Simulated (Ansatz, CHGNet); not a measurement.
Voigt–Reuss–Hill shear modulus (GPa) of solids drawn from the class of intermetallic compounds, at two levels: the machine-learned potential CHGNet-r²SCAN (trained on r²SCAN data), and PBE in Ansatz (PAW).

| solid | CHGNet-r²SCAN | PBE |
|---|---|---|
| L1₀ (CuAu-type) TiAl | 9.21 | 69.4 |
| L1₀ (CuAu-type) CuAu | 8.90 | 28.8 |
| L1₂ (Cu3Au-type) Ni3Al | 26.8 | ? |
| L1₂ (Cu3Au-type) Al3Sc | 9.15 | 70.3 |
| L1₂ (Cu3Au-type) Ni3Fe | 35.9 | 95.8 |
| CsCl-type RuAl | 25.4 | 107 |
| fluorite PtAl2 | 5.41 | 38.9 |

Problem. Estimate the withheld PBE value from the other rows.

Solution. One way: carry over the typical ratio. The ratios PBE / CHGNet-r²SCAN of the other rows, in order: 2.669, 3.236, 4.213, 7.190, 7.535, 7.683; median 5.7015. L1₂ (Cu3Au-type) Ni3Al: 26.8 × 5.7015 = 153 GPa; the run gives 88.3 GPa. The ratios spread from 2.669 to 7.683, so such an estimate is rough.

Of 7 rows, PBE is the larger in 7 and the smaller in 0.

Ansatz's runs of these crystals have no spin polarisation, but for L1₂ (Cu3Au-type) Ni3Al, L1₂ (Cu3Au-type) Ni3Fe.

Density-functional runs with spin start from parallel moments for L1₂ (Cu3Au-type) Ni3Al, parallel moments for L1₂ (Cu3Au-type) Ni3Fe.

Spin–orbit coupling is left out, also for the solids with elements from indium on (L1₀ (CuAu-type) CuAu, fluorite PtAl2); its size isn't shown.

Each level is taken at its own relaxed cell. Ansatz's density-functional and Hartree–Fock values are scalar-relativistic unless marked +SOC, with PAW data made under PBE.

Ansatz is a quantum-chemistry and plane-wave program.
